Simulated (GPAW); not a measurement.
A self-consistent single point of LiH (Fm-3m, 2 atoms in the cell) with GPAW

Method: PBE, GPAW PAW datasets PBE (gpaw-data 1.0.1) (plane waves; GPAW).

The input file:

```python
from ase import Atoms
from ase.units import GPa
from gpaw import GPAW, PW, FermiDirac

atoms = Atoms(['Li', 'H'],
              cell=[[0.000000, 2.042767, 2.042767],
                    [2.042767, 0.000000, 2.042767],
                    [2.042767, 2.042767, 0.000000]],
              scaled_positions=[[0.000000, 0.000000, 0.000000],
                                [0.500000, 0.500000, 0.500000]],
              pbc=True)

calc = GPAW(mode=PW(850),
            xc='PBE',
            kpts={'size': (14, 14, 14), 'gamma': True},
            occupations=FermiDirac(0.0),
            nbands=-8,
            convergence={'density': 1e-05, 'energy': 1e-05, 'bands': -6},
            symmetry={'symmorphic': False, 'tolerance': 0.0005},
            maxiter=120,
            txt='-')

atoms.calc = calc

energy = atoms.get_potential_energy()
print('Energy (eV):', round(energy, 6))
forces = atoms.get_forces()
print('Forces (eV/Ang):')
print(forces.round(5))
stress = atoms.get_stress()
print('Stress (GPa, Voigt):', (stress / GPa).round(4))
```

Log, with long lists cut:

```
Input parameters:
  convergence: {bands: -6,
                density: 1e-05,
                energy: 1e-05}
  kpts: {gamma: True,
         size: (14, 14, 14)}
  maxiter: 120
  mode: {ecut: 850.0,
         name: pw}
  nbands: -8
  occupations: {fixmagmom: False,
                name: fermi-dirac,
                width: 0.0}
  symmetry: {symmorphic: False,
             tolerance: 0.0005}
  xc: PBE

species:
  Li:
    name: Lithium
    Z: 3.0
    valence: 1
    core: 2
    charge: 0.0
    file: Li.PBE.gz

    # Using partial waves for Li as LCAO basis

  H:
    name: Hydrogen
    Z: 1.0
    valence: 1
    core: 0
    charge: 0.0
    file: H.PBE.gz

    # Using partial waves for H as LCAO basis

Reference energy: -215.277982  # eV

Spin-paired calculation

Convergence criteria:
 Maximum [total energy] change in last 3 cyles: 1e-05 eV / valence electron
 Maximum integral of absolute [dens]ity change: 1e-05 electrons / valence electron
 Maximum integral of absolute [eigenst]ate change: 4e-08 eV^2 / valence electron
 Maximum number of scf [iter]ations: 120

Symmetries present (total): 48
Symmetries with fractional translations: 0
2744 k-points: 14 x 14 x 14 Monkhorst-Pack grid + [1/28,1/28,1/28]
104 k-points in the irreducible part of the Brillouin zone
       k-points in crystal coordinates                weights
   0:     0.00000000    0.00000000    0.00000000          1/2744
   1:     0.07142857    0.07142857    0.00000000          6/2744
   2:     0.07142857    0.07142857    0.07142857          8/2744
   [... 7 lines left out ...]
          ...
 103:     0.50000000    0.50000000    0.50000000          4/2744

Wave functions: Plane wave expansion
  Cutoff energy: 850.000 eV
  Number of coefficients (min, max): 941, 982
  Pulay-stress correction: 0.000000 eV/Ang^3 (de/decut=0.000000)

Occupation numbers: # Zero width

Eigensolver

Densities:
  Coarse grid: 20*20*20 grid
  Fine grid: 40*40*40 grid
  Total Charge: 0.000000

Density mixing:
  Method: separate
  Backend: pulay
  Linear mixing parameter: 0.05
  old densities: 5
  Damping of long wavelength oscillations: 50

Hamiltonian:
  XC and Coulomb potentials evaluated on a 40*40*40 grid
  External potential:
    NoExternalPotential

XC parameters: PBE with 2 nearest neighbor stencil

Number of atoms: 2
Number of atomic orbitals: 5
Number of bands in calculation: 9
Number of valence electrons: 2
Bands to converge: 3

Density initialized from atomic densities
  5 bands from LCAO basis set
  4 bands from random numbers

Atomic positions and initial magnetic moments

Positions:
   0 Li     0.000000    0.000000    0.000000    ( 0.0000,  0.0000,  0.0000)
   1 H      2.042767    2.042767    2.042767    ( 0.0000,  0.0000,  0.0000)

Unit cell:
           periodic     x           y           z      points  spacing
  1. axis:    yes    0.000000    2.042767    2.042767    20     0.1179
  2. axis:    yes    2.042767    0.000000    2.042767    20     0.1179
  3. axis:    yes    2.042767    2.042767    0.000000    20     0.1179

  Lengths:   2.888909   2.888909   2.888909
  Angles:   60.000000  60.000000  60.000000

Effective grid spacing dv^(1/3) = 0.1287

     iter     time        total  log10-change:
                         energy   eigst   dens
iter:   1 --:--:--    -6.292516   +1.42
iter:   2 --:--:--    -6.267793   -0.87  -0.56
iter:   3 --:--:--    -6.102799   -2.05  -0.59
iter:   4 --:--:--    -6.102813   -4.34  -1.59
iter:   5 --:--:--    -6.103519   -2.74  -1.59
iter:   6 --:--:--    -6.103500   -4.98  -2.93
iter:   7 --:--:--    -6.103490   -6.15  -3.26
iter:   8 --:--:--    -6.103484c  -5.20  -3.59
iter:   9 --:--:--    -6.103484c  -6.42  -4.11
iter:  10 --:--:--    -6.103484c  -8.96c -4.24
iter:  11 --:--:--    -6.103484c  -8.72c -4.64
iter:  12 --:--:--    -6.103484c -10.15c -5.66c

Converged after 12 iterations.

Dipole moment: (-0.000000, -0.000000, -0.000000) |e|*Ang

Energy contributions relative to reference atoms: (reference = -215.277982)

Kinetic:         +5.242601
Potential:       -5.580296
External:        +0.000000
XC:              -5.756087
Entropy (-ST):   +0.000000
Local:           -0.009702
SIC:             +0.000000
--------------------------
Free energy:     -6.103484
Extrapolated:    -6.103484

Showing only first 2 kpts
 Kpt  Band  Eigenvalues  Occupancy
  0     0     -5.65418    2.00000
  0     1     14.93534    0.00000
  0     2     17.00923    0.00000

  1     0     -5.53456    2.00000
  1     1     14.25793    0.00000
  1     2     16.06478    0.00000

Fermi level: 1.09532

Gap: 3.006 eV
Transition (v -> c):
  (s=0, k=96, n=0, [0.50, 0.50, 0.00]) -> (s=0, k=96, n=1, [0.50, 0.50, 0.00])
No difference between direct/indirect transitions
Energy (eV): -6.103484

Forces in eV/Ang:
  0 Li    0.00000    0.00000    0.00000
  1 H     0.00000    0.00000    0.00000

Stress tensor:
     0.009321     0.000000     0.000000
     0.000000     0.009321     0.000000
     0.000000     0.000000     0.009321
Stress (GPa, Voigt): [1.4935 1.4935 1.4935 0.     0.     0.    ]
```

The run converged in 12 iterations. GPAW prints stress with tension positive.

The starting cell comes from a database of computed structures (which also holds hypothetical and non-ambient phases and stackings), without a prior relaxation at this level. Its lattice was rescaled by a random factor within 2.5 % of one.
